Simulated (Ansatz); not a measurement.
The parent structure is Na in the bcc (W type) structure (space group Im-3m, No. 229; a = 4.171 Å).

Level of theory: Ansatz (a program for electronic structure), PBEsol, PAW, cutoff 420 eV, no SOC.

For the base:

```
Quantity            Value
---------------  --------
Volume per atom  36.27 Å³
```

Perturbation: full substitution Na → La, then cell and atoms are relaxed.

Tabulated Pauling electronegativity and covalent radius: Na 0.93, 1.66 Å; La 1.10, 2.07 Å.

Problem. Estimate the effect on the volume per atom.

Solution. The volume per atom falls by 1.56 Å³ (36.27 Å³ → 34.71 Å³).

Whether these cells are dynamically stable was not tested. For La in this form, whether it has been made was not checked. The final runs are not spin-polarised. This is not the structure that La has at room temperature and ambient pressure.
